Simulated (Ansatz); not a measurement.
Base system: AgCl in the rock salt structure (space group Fm-3m, No. 225; a = 5.4475 Å). Axes: x, y, z lie along the cube axes.

Computed with Ansatz (a program for electronic structure) PBEsol, scalar-relativistic without spin-orbit coupling.

Before the change:

| Property | Value |
|---|---|
| Valley order | Γ 0.72 eV; X along ⟨100⟩ 2.13 eV |

It is then changed as follows: tensile biaxial strain of 1.49 % in the plane normal to [001], as in epitaxy on a mismatched substrate; the out-of-plane cell vector and the atoms relax.

What happens to the in-plane stress, energy relative to the base and valley order?

The mean in-plane stress (compression positive) is -0.9 GPa; the energy increases by 1.7 meV/atom; the valley order (the lowest conduction-band minima on the path, energy above the VBM, named in the base's zone) goes from Γ 0.72 eV; X along ⟨100⟩ 2.13 eV to Γ 0.63 eV; X along [001] 2.03 eV; X along [100] 2.07 eV.

The levels and masses belong to the bands next to the band gap. Whether these cells are dynamically stable was not tested.
